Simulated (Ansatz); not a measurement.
Structures of equal composition on the (111)B surface of 3C silicon carbide (C plane on top): (√3x√3)R30° Ga adatom at H3; (√3x√3)R30° Ga adatom at T4. The slabs share one bottom face, and each structure is named by its start. These are constructed structures in small cells; real faces may alloy, dewet or reconstruct in larger ones, and not all known structures of the face are among them. Slabs of about 11 Å with all that they carry, Fermi-Dirac smearing of 0.025 eV. Bottom of the slabs: H caps. Relaxed from the named starts with such symmetry as they have, on meshes of like density; energies extrapolated to zero smearing; no spin-orbit coupling, no U. Spin-polarised runs, if any, are marked in brackets, and their order is one that fits the cell; the others ran without spin. Where a second, spin-polarised start was run, the lower counts.

Host crystal: 3C silicon carbide, with a band gap (PBE, scalar-relativistic without spin-orbit coupling).

These are r2SCAN, at the PBE geometry (plane waves to 500 eV, PAW; Ansatz, an electronic-structure program) values and carry that method's errors.

Put the candidates in order of energy per 1x1 cell, lowest first, for r2SCAN, at the PBE geometry.

(√3x√3)R30° Ga adatom at H3 (0.000 eV, gap 1.31 eV on the mesh), (√3x√3)R30° Ga adatom at T4 (0.194 eV, gap 0.94 eV on the mesh)
